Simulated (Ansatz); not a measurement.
The parent structure is Sn in the diamond structure (space group Fd-3m, No. 227; a = 6.5402 Å; relaxed with 0.1 eV smearing). Axes: x, y, z lie along the cube axes.

Structures relaxed with plane-wave PAW DFT at the PBEsol level (Ansatz, a program for electronic structure, 420 eV), without spin-orbit coupling.

Base:

Simulated powder pattern, Cu Kα1, λ = 1.54056 Å (kinematic, ideal powder, no thermal factors, no anomalous dispersion; the 14 strongest lines at most, above 2 %, up to 2θ = 90°):

```tsv
2θ (°)	I/Imax (%)	hkl
23.54	100	(111)
38.92	80	(220)
45.99	49	(311)
56.21	13	(400)
61.78	20	(331)
70.48	27	(422)
75.47	15	(511)
83.56	8.5	(440)
88.34	15	(531)
```

Perturbation: uniaxial strain ε_zz = +2.50 %, all other strain components held at zero, atoms relaxed at fixed cell.

After the change:

Simulated powder pattern, Cu Kα1, λ = 1.54056 Å (kinematic, ideal powder, no thermal factors, no anomalous dispersion; the 14 strongest lines at most, above 2 %, up to 2θ = 90°):

```csv
2θ (°),I/Imax (%),hkl
23.35,100,(111)
38.43,54,(202)
38.92,26,(220)
45.02,17,(113)
45.88,33,(311)
56.21,8.8,(400)
60.99,14,(313)
61.69,6.6,(331)
69.17,9.2,(224)
70.15,18,(422)
75.39,7.2,(511)
82.32,5.7,(404)
86.42,5.1,(315)
87.65,5.0,(513)
```

The indices refer to the base's conventional cell; one index is shown for lines that coincide. The space group is now I4_1/amd (No. 141).

Stability against distortions was not tested.
